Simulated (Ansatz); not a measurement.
```yaml
crystal:
  lattice:
    - [0.00000, 5.73060, 5.73060]
    - [5.73060, 0.00000, 5.73060]
    - [5.73060, 5.73060, 0.00000]
  atoms:
    - { symbol: K, position: [0.50000, 0.50000, 0.50000] }
    - { symbol: Cs, position: [0.75000, 0.75000, 0.75000] }
    - { symbol: Cs, position: [0.25000, 0.25000, 0.25000] }
    - { symbol: In, position: [0.00000, 0.00000, 0.00000] }
    - { symbol: Br, position: [0.76759, 0.23241, 0.23241] }
    - { symbol: Br, position: [0.23241, 0.76759, 0.76759] }
    - { symbol: Br, position: [0.23241, 0.76759, 0.23241] }
    - { symbol: Br, position: [0.76759, 0.23241, 0.76759] }
    - { symbol: Br, position: [0.23241, 0.23241, 0.76759] }
    - { symbol: Br, position: [0.76759, 0.76759, 0.23241] }
```

The cell is a database entry relaxed within its symmetry; it need not be the phase found at ambient conditions. Dynamical quadrupoles are not included in the interpolation of the phonons between the solved wave vectors.

Problem. Is this relaxed cell dynamically stable according to harmonic phonons (finite displacements on a 2×2×2 mesh, Ansatz, an electronic-structure program, PBEsol functional, plane-wave PAW, k mesh 4×4×4)? If not, where is the strongest instability?

Solution. No. The softest mode is 28i cm⁻¹ at q = (0.000, 0.000, 0.000) in fractions of the reciprocal vectors of this cell, and 8 of the 8 wave vectors of the mesh carry a mode beyond 15i cm⁻¹.

The PAW data sets were generated under PBE and serve the other functionals too.
